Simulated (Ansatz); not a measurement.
We consider Ge (Fmmm, No. 69, 8 atoms in the cell; start mp-1079020; another form than the element's usual one), described by r²SCAN in Ansatz (plane waves, PAW).

Run with plane-wave cutoff 560 eV, 12×12×10 k mesh (along the axes of the cell as run), Fermi–Dirac smearing 0.05 eV, scalar-relativistic PAW data made under PBE.

Cell (relaxed at this level):

```xyz
8
Lattice="5.0702 -2.8591 0.0000 5.0702 2.8591 0.0000 0.0000 0.0000 5.1901" Properties=species:S:1:pos:R:3 pbc="T T T"
Ge     2.8893     0.0000     2.5951
Ge     7.2511     0.0000     2.5951
Ge     2.1809     0.0000     0.0000
Ge     7.9594     0.0000     0.0000
Ge     5.0702    -1.2924     5.1901
Ge     5.0702     1.2924     0.0000
Ge     5.0702    -1.5666     2.5951
Ge     5.0702     1.5666     2.5950
```

Task: What does this level give for the bulk modulus B0?

Result: 
- bulk modulus B0: 70.8 GPa

The run finds no gap.

Note: the bulk modulus is −V dP/dV from two relaxed cells at ±2 % in volume; the relaxation could not lower the start's symmetry, so the cell can be a saddle point above a distorted one.

It cost roughly 90 core-minutes of CPU time.

A start named mp-… is a Materials Project structure, which need not be a measured phase.

Ansatz is a program for electronic structure.
